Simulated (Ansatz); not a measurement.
Start from SnO2 in the rutile structure (space group P4_2/mnm, No. 136).

```yaml
crystal:
  lattice:
    - [4.72236, 0.00000, 0.00000]
    - [0.00000, 4.72236, 0.00000]
    - [0.00000, 0.00000, 3.19034]
  atoms:
    - { symbol: Sn, position: [0.00000, 0.00000, 0.00000] }
    - { symbol: Sn, position: [0.50000, 0.50000, 0.50000] }
    - { symbol: O, position: [0.30607, 0.30607, 0.00000] }
    - { symbol: O, position: [0.80607, 0.19393, 0.50000] }
    - { symbol: O, position: [0.19393, 0.80607, 0.50000] }
    - { symbol: O, position: [0.69393, 0.69393, 0.00000] }
```

Cartesian axes are those of the cell as printed.

Computed with LDA (Ansatz, an electronic-structure program), spin-orbit coupling left out.

Strains are applied to the cell and any free atomic positions relax.

One change was made to it. Results:

```csv
quantity,base,after
band gap,1.16 eV,1.08 eV
"valence-band top at Γ (three highest levels, from the VBM)","0.00, -0.80, -0.80 eV","0.00, -0.79, -0.79 eV"
energy relative to the base (free energy F),0 meV/atom,+0.6 meV/atom
```

### Question
What was done to the base?
A) uniaxial strain ε_zz = +2.40 %
B) uniaxial strain ε_zz = +1.20 %
C) uniaxial strain ε_zz = +3.00 %
D) uniaxial strain ε_zz = +0.60 %
E) uniaxial strain ε_zz = +1.80 %

### Answer
D, uniaxial strain ε_zz = +0.60 %. For comparison, the band gap in the other runs: uniaxial strain ε_zz = +1.80 % gives 0.91 eV; uniaxial strain ε_zz = +3.00 % gives 0.74 eV; uniaxial strain ε_zz = +2.40 % gives 0.83 eV; uniaxial strain ε_zz = +1.20 % gives 0.99 eV.

Stability against distortions was not tested.
